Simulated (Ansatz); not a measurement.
A relaxation of cell and atoms of FeCo (Pm-3m, 2 atoms in the cell) with Ansatz (a quantum-chemistry and plane-wave program).

Method: PBE (plane waves, PAW; Ansatz).

```
FeCo
1.0
    2.78679     0.00000     0.00000
    0.00000     2.78679     0.00000
    0.00000     0.00000     2.78679
Fe Co
1 1
Cartesian
  0.00000   0.00000   0.00000
  1.39340   1.39340   1.39340
```
Moments meant for the start (each program seeds them in its own way; μB, in the order of the atoms Fe Co): 4.0 3.0.

Reference input (self-consistent single point, DFT, PBE, plane waves, default PAW files): kpoints.mp_grid.grid = 16 16 16; hamiltonian.xc = pbe; hamiltonian.pseudopotentials = {kind: paw} (the program's default PAW files); magnetization.spin_polarized = true; scf.occupations.method = gaussian; scf.occupations.width = 0.0037 Ry. This run's input differs from it in these lines:

```diff
@@ -17,2 +17,4 @@
   occupations: { method: gaussian, width: 0.0037 Ry }
+relax:
+  cell: {}
 output:
```

Output, abridged:

```
   [... SCF lines of the steps left out ...]
relax step   1: F+E_penalty+E_count = -9606.71269896 eV  Δ(F+E_penalty+E_count) = +0.000e0 eV  max|allowed force component| = 4.148e-29 eV/Å  Δτ_max = 0.0000 Å  P = +13.573 GPa  Ω = 21.643 Å³  (13 SCF iters, dr2 threshold 1.00e-7 eV, accepted)
relax step   2: F+E_penalty+E_count = -9606.75629582 eV  Δ(F+E_penalty+E_count) = -4.360e-2 eV  max|allowed force component| = 5.266e-29 eV/Å  Δτ_max = 0.0000 Å  P = +5.811 GPa  Ω = 22.383 Å³  energy of the carried Pulay correction = -7.095e-4 eV  [...]
   [... lines left out ...]
relax step   6: F+E_penalty+E_count = -9606.76875642 eV  Δ(F+E_penalty+E_count) = +6.966e-6 eV  max|allowed force component| = 1.073e-28 eV/Å  Δτ_max = 0.0000 Å  P = +0.006 GPa  Ω = 23.040 Å³  energy of the carried Pulay correction = -1.889e-5 eV  [...]
relax step   7: F+E_penalty+E_count = -9606.76877536 eV  Δ(F+E_penalty+E_count) = -1.894e-5 eV  max|allowed force component| = 9.940e-29 eV/Å  Δτ_max = 0.0000 Å  P = +0.005 GPa  Ω = 23.040 Å³  stress off target by 5.28e-3 GPa  SCF on the basis [...]
basis re-selected at this cell: Δ(F+E_penalty+E_count) = -1.894e-5 eV, ΔP = -0.001 GPa vs the last step
the relaxation is at rest under the 48 symmetry operations that the run kept from its start: a minimum is not shown …
the relaxation's final electronic state is not compared with the one that a single-point calculation of its input finds at the relaxed geometry …
Magnetization: 4.5501 μB (18.7750 up, 14.2250 down)
   [... lines left out ...]
Absolute magnetization: 4.8169 μB (∫|ρ↑−ρ↓|, with the PAW one-centre terms)
Free energy (F): -9606.768775 eV
Fermi energy:    18.356650 eV
  cell:  # Å, volume = 23.0401 Å³
   [... lines left out ...]
    - [2.845517036204621, -7.503102075008604e-34, 3.871921659028505e-34]
    - [-4.935195482492291e-34, 2.845517036204621, -1.925929944387236e-34]
    - [-1.2638915260041235e-34, -1.925929944387236e-34, 2.845517036204621]
  atoms:
    - { symbol: Fe, position: [-1.8463497809282813e-46, 2.5534624629859208e-47, 3.5994380375685027e-37] }
    - { symbol: Co, position: [0.49999999999999994, 0.49999999999999994, 0.49999999999999994] }
```

The run converged. 

Summary of the result:
| Property | Value |
|---|---|
| Free energy E − TS (on the zero of these files) | -9606.7688 eV |
| Fermi level (on the code's own zero) | 18.36 eV |
| Pressure | 0.01 GPa |
| Size of the cell's spin moment | 4.55 μB |
| Final cell | a = b = c = 2.846 Å, α = β = γ = 90.00° |
| Final volume per atom | 11.52 Å³ |
| Relaxation steps | 7 |

The starting cell comes from a database of computed structures (which also holds hypothetical and non-ambient phases and stackings), without a prior relaxation at this level. Its lattice was rescaled by a random factor within 2.5 % of one. The magnetic order is the one reached from the typed start; others were not searched systematically. The relaxation keeps the symmetry of its start, so its end need not be a minimum. Ansatz's pressure includes its estimate of the finite-basis (Pulay) stress.

Cost on one core of a shared machine: roughly 2 min.

Keys are those of Ansatz 0.2.
